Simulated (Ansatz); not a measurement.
Take PbSe in the rock salt structure (space group Fm-3m, No. 225; a = 6.041 Å) as the base. Axes: x, y, z lie along the cube axes.

Calculations: LDA (Ansatz, a first-principles code; PAW; 420 eV plane waves; no spin-orbit coupling).

Before the change:

| Item | Value |
|---|---|
| Pressure | 0.0 GPa |
| Volume per atom | 27.55 Å³ |

One thing is altered: compressive biaxial strain of 2.00 % in the plane normal to [001], as in epitaxy on a mismatched substrate; the out-of-plane cell vector and the atoms relax.

What does the calculation give for the pressure, energy relative to the base and volume per atom after the change?

The pressure (mean of the normal stresses, compression positive) goes from zero to 2.4 GPa; the energy increases by 12 meV/atom; the volume per atom drops by 1.009 Å³ (27.55 Å³ → 26.55 Å³).

Whether these cells are dynamically stable was not tested. All final runs are without spin polarisation. Gaps under 0.05 eV, about the width of the smearing, are given as zero.
